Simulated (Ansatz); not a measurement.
# Effect of ↑↓ start, q = (0, 1/2, 1/2), 6 atoms on hypothetical CdI2 type CeO2

Consider CeO2 in the CdI2 type structure (space group P-3m1, No. 164; a = 3.594 Å, c = 4.410 Å; a hypothetical phase, not in the database extracts checked).

It is then changed as follows: the moments start antiparallel in the pattern ↑↓ in a 6-atom cell (cell doubled with q = (0, 1/2, 1/2) in the reciprocal basis of the base), and the cell is relaxed again.

Level of theory: Ansatz (an electronic-structure program), r2SCAN+rVV10, PAW, cutoff 500 eV, no spin-orbit coupling. k-mesh 11×11×8 (Γ-centred); smearing 0.05 eV (Fermi–Dirac).

The lattice parameter a remains 3.594 Å and the c/a ratio stays 1.227. The space group (of the atoms, moments ignored) stays P-3m1 (No. 164) and the energy is nearly the same. The band gap remains 2.52 eV and the gap character (in this cell's own zone, which can be folded) is still indirect, k = (0, 0.364, -1/2) in the run's primitive reciprocal basis → A.

Stability against distortions was not tested. Seeded moments were not kept for ↑↓ start, q = (0, 1/2, 1/2), 6 atoms and the base. The final runs are not spin-polarised.
